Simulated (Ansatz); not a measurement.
TiO2-1T monolayer, on its own PBE lattice.

```yaml
crystal:
  lattice:
    - [2.97700, 0.00000, 0.00000]
    - [-1.48850, 2.57816, 0.00000]
    - [0.00000, 0.00000, 20.31300]
  atoms:
    - { symbol: O, position: [0.66667, 0.33333, 0.45230] }
    - { symbol: Ti, position: [0.00000, 0.00000, 0.50000] }
    - { symbol: O, position: [0.33333, 0.66667, 0.54770] }
```

Levels used, each named beside its values: PBE+D3(BJ) (plane waves to 420 eV, PAW; Ansatz, a quantum-chemistry and plane-wave program); r2SCAN (plane waves to 500 eV, PAW; Ansatz); HSE06 (plane waves to 420 eV, PAW; Ansatz). Geometries and values that name no level are of the first. Scalar-relativistic, without spin–orbit coupling; the runs are not spin-polarised; PBE gaps are too small against experiment. Its k-point mesh 12×12×1, Fermi–Dirac width 0.01 eV. HSE06 ran on meshes of its own (9×9×1); its edges and gaps are taken over the mesh and over extra points off it, mostly where PBE has its edges.

All levels ran on one geometry.

```
level      mesh  gap (eV)
------  -------  --------
PBE     12×12×1      2.74
r2SCAN  12×12×1      3.11
HSE06     9×9×1         ?
```

Question: Fill in the missing entries.

Answer: 
- HSE06, gap (eV): 4.32
